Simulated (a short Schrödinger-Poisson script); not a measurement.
Structure: MOS inversion layer, Al2O3 on p-type Si(100), at 300 K.

From the gate side: 5.6 nm Al2O3; 650 nm Si, acceptors 4.4e17 cm⁻³.

The device is made up for the run: typed textbook-type constants, with dimensions and the other settings drawn at random. Al2O3: permittivity 9, conduction-band edge (eV) 2.7, gap (eV) 6.8, electron mass (mₑ) 0.3. Si: permittivity 11.7, conduction-band edge (eV) 0, gap (eV) 1.124, Nv at 300 K (cm⁻³) 3.1e19.

Channel valleys (confinement mass, in-plane density-of-states mass, number): Δ2 0.916, 0.19, 2; Δ4 0.19, 0.417, 4. At the gate the conduction-band edge of layer 1 lies 3.15 eV − eVg above the Fermi level of the channel; the field vanishes at the back. Gaps are held at their typed values at every temperature. Mesh 0.03 nm at interfaces.

From a short Schrödinger-Poisson script (our own, NumPy): 1D Poisson equation in equilibrium, electrons quantum, Hartree (BenDaniel-Duke, 12 states a valley, the channel's in-plane mass for all, wave functions ending at the dielectric), parabolic valleys, classical holes, full ionisation, no traps, pinning or gate leakage.

```csv
Vg (V),electrons (cm⁻²),C (μF/cm²),Δ2 E0 (meV from the Fermi level),Δ4 E0 (meV from the Fermi level)
0.6,4.49e9,0.197,188.3,245.6
0.7,8.26e10,0.442,112.0,171.6
0.8,4.44e11,0.842,67.0,129.5
0.9,1.01e12,1.00,43.8,109.8
1,1.65e12,1.08,29.0,98.3
1.1,2.33e12,1.12,17.8,90.5
1.2,3.03e12,1.14,8.8,84.7
1.3,3.74e12,1.16,1.0,80.1
1.4,4.47e12,1.17,-5.9,76.2
1.5,5.20e12,1.19,-12.1,72.9
1.6,5.95e12,1.19,-17.9,69.9
1.7,6.69e12,1.20,-23.4,67.3
1.8,7.44e12,1.21,-28.6,64.9
1.9,8.20e12,1.21,-33.6,62.7
2,8.96e12,1.22,-38.3,60.6
2.1,9.72e12,1.22,-43.0,58.6
2.2,1.05e13,1.23,-47.5,56.8
```

Gate voltages with under 1e9 electrons/cm² are left out.

Task: At Vg = 2.2 V the lowest Δ2 subband lies at -47.5 meV from the Fermi level. How many electrons does it hold, and what share of all?

Result: The two-dimensional density of states is g m/(πħ²) = 1.59e11 cm⁻² meV⁻¹ (both spins), kT = 25.9 meV, so n = D kT ln(1 + exp(−E/kT)) = 8.14e12 cm⁻², 0.78 of the 1.05e13 cm⁻² in all.

Task: Compare the slope of the sheet density between 2 and 2.2 V with the geometric capacitance of the layers between gate and channel.

Result: q Δn/ΔV = 1.23 μF/cm²; ε0/Σ(t/ε) = 1.42 μF/cm². The ratio is 0.87: the channel acts as a further capacitance in series.
